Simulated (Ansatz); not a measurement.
The reference is VBiO$_{4}$ (space group I4_1/a, No. 88; a = 5.1214 Å, c = 11.6213 Å).

Now apply this change: hydrostatic tension (pressure −1 GPa).

Level of theory: r2SCAN (Ansatz, a program for electronic structure, PAW, spin-orbit coupling left out).

Base, band edges from the VBM (valence, conduction): M -0.87, 3.23; G -0.38, 2.87; R -0.38, 2.87; X -0.35, 3.08; Γ -0.54, 2.69; S₀ -0.38, 2.57; S -0.38, 2.57; N -0.16, 2.46; P -0.35, 3.07 eV.

Question: Give the band edges at the high-symmetry points of the new zone, measured from its valence-band maximum.

Answer: 
```json
[
 {"point": "Γ", "valence edge (eV)": "-0.52", "conduction edge (eV)": "2.72"},
 {"point": "X", "valence edge (eV)": "-0.35", "conduction edge (eV)": "3.10"},
 {"point": "P", "valence edge (eV)": "-0.35", "conduction edge (eV)": "3.09"},
 {"point": "N", "valence edge (eV)": "-0.16", "conduction edge (eV)": "2.49"},
 {"point": "M", "valence edge (eV)": "-0.84", "conduction edge (eV)": "3.25"},
 {"point": "S", "valence edge (eV)": "-0.37", "conduction edge (eV)": "2.59"},
 {"point": "S₀", "valence edge (eV)": "-0.37", "conduction edge (eV)": "2.59"},
 {"point": "R", "valence edge (eV)": "-0.38", "conduction edge (eV)": "2.90"},
 {"point": "G", "valence edge (eV)": "-0.38", "conduction edge (eV)": "2.90"}
]
```

The gap is 2.49 eV, indirect, Γ–X (71 % along) → N.

With Bi present, leaving out spin-orbit coupling can change the band edges. Load acts through the strain it causes; cell and atoms are relaxed under it. Whether these cells are dynamically stable was not tested. Seeded moments were not kept for the base. The final runs are not spin-polarised.
